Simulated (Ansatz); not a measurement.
Start from Cs2AgBiBr6 (space group Fm-3m, No. 225).

```cif
data_AgBiBr6Cs2
_chemical_formula_sum 'Bi1 Ag1 Cs2 Br6'
_space_group_name_H-M_alt 'P 1'
_space_group_IT_number 1
_cell_length_a 8.11695
_cell_length_b 8.11695
_cell_length_c 8.11695
_cell_angle_alpha 60.000
_cell_angle_beta 60.000
_cell_angle_gamma 60.000
loop_
_space_group_symop_operation_xyz
  'x, y, z'
loop_
_atom_site_label
_atom_site_type_symbol
_atom_site_fract_x
_atom_site_fract_y
_atom_site_fract_z
_atom_site_occupancy
Bi1 Bi 0.00000 0.00000 0.00000 1
Ag1 Ag 0.50000 0.50000 0.50000 1
Cs1 Cs 0.25000 0.25000 0.25000 1
Cs2 Cs 0.75000 0.75000 0.75000 1
Br1 Br 0.25134 0.74866 0.25134 1
Br2 Br 0.25134 0.74866 0.74866 1
Br3 Br 0.74866 0.25134 0.74866 1
Br4 Br 0.74866 0.25134 0.25134 1
Br5 Br 0.25134 0.25134 0.74866 1
Br6 Br 0.74866 0.74866 0.25134 1
```

The values are results of PBE (Ansatz, an electronic-structure program; PAW; 420 eV plane waves; no SOC), not measurements.

Base values:

Band gap: 1.33 eV
Hole mass: 0.21 mₑ along k, 0.82 mₑ across (at X)

It is then changed as follows: every lattice vector is shortened by 2.25 %, atoms relaxed at fixed cell.

### Question
How does this affect the band gap?

### Answer
The band gap drops by 0.12 eV to 1.21 eV.

### Question
What happens to the hole mass?

### Answer
The hole mass changes from 0.21 mₑ along k, 0.82 mₑ across (at X) to 0.18 mₑ along k, 0.71 mₑ across (at X).

With Bi present, leaving out spin-orbit coupling can change the band edges. The cells carry an imposed strain or load. Masses are band curvatures over ±0.01 Å⁻¹ around the edge. Along k means along the line from Γ to the band edge. No phonon test of stability was made.
